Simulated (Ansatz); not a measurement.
BeAlNS (model structure, from the AlSiCN type, P3m1, No. 156): band gap by level of theory

No measured value is used here.

| level (code) | value (eV) |
|---|---|
| LDA (Ansatz) | 2.47 (direct) |
| PBE (Ansatz) | 2.57 (direct) |
| PBEsol (Ansatz) | 2.46 (direct) |
| r²SCAN (Ansatz) | 3.11 (direct) |
| HSE06 (Ansatz) | 3.65 (direct) |

Computed values are for a static lattice.  HSE06: the gap is read on the k mesh or supercell of the run alone and can be too large. Values are at the PBEsol cell. Cutoffs and k meshes differ between the levels. Ansatz's density-functional and Hartree–Fock values are scalar-relativistic unless marked +SOC, with PAW data made under PBE.

A model structure was made by putting elements into a prototype or built by hand; it is no filed structure, need not be a known phase, and can be a saddle point held by its symmetry.

Ansatz is a first-principles code.
